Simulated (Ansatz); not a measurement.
Pressure series in HfO2

Base system: HfO2 in the rutile structure (space group P4_2/mnm, No. 136; a cell from a computed database, its experimental status unchecked).

```
CELL_PARAMETERS angstrom
      4.83011     0.00000     0.00000
      0.00000     4.83011     0.00000
      0.00000     0.00000     3.20974
ATOMIC_POSITIONS crystal
  Hf 0.00000 0.00000 0.00000
  Hf 0.50000 0.50000 0.50000
  O  0.19497 0.80503 0.50000
  O  0.80503 0.19497 0.50000
  O  0.69497 0.69497 0.00000
  O  0.30503 0.30503 0.00000
```

Cell and atoms are relaxed at each pressure.

Levels (all Ansatz, a first-principles code, PAW): PBEsol (420 eV, spin-orbit coupling left out); HSE06 (420 eV, scalar-relativistic without spin-orbit coupling).

```csv
pressure (GPa),"band gap, PBEsol (eV)","band gap, HSE06 (eV)"
-2,3.87,5.63
-1,3.88,5.64
0,3.89,5.66
0.3,3.90,5.66
0.7,3.90,5.67
1.5,3.91,5.68
3,?,?
5,3.96,5.74
7.5,4.00,5.77
```

Fit E_g = E₀ + αP + βP² to the rows shown and predict the withheld row.

Least squares on the printed values gives 

- PBEsol: E₀ = 3.89 eV, α = 11.9 meV/GPa, β = 0.33 meV/GPa² (largest residual 0.00 eV); this predicts 3.93 eV, and the run gives 3.93 eV, in agreement
- HSE06: E₀ = 5.66 eV, α = 15.7 meV/GPa, β = -0.073 meV/GPa² (largest residual 0.00 eV); this predicts 5.70 eV, and the run gives 5.71 eV, in agreement.

Single points use the geometry relaxed with PBEsol. Spin-orbit coupling, missing from the scalar runs, can matter with Hf. Load acts through the strain it causes; cell and atoms are relaxed under it. Whether these cells are dynamically stable was not tested. Competing high-pressure phases were not computed. This is not the structure that HfO2 has at room temperature and ambient pressure.
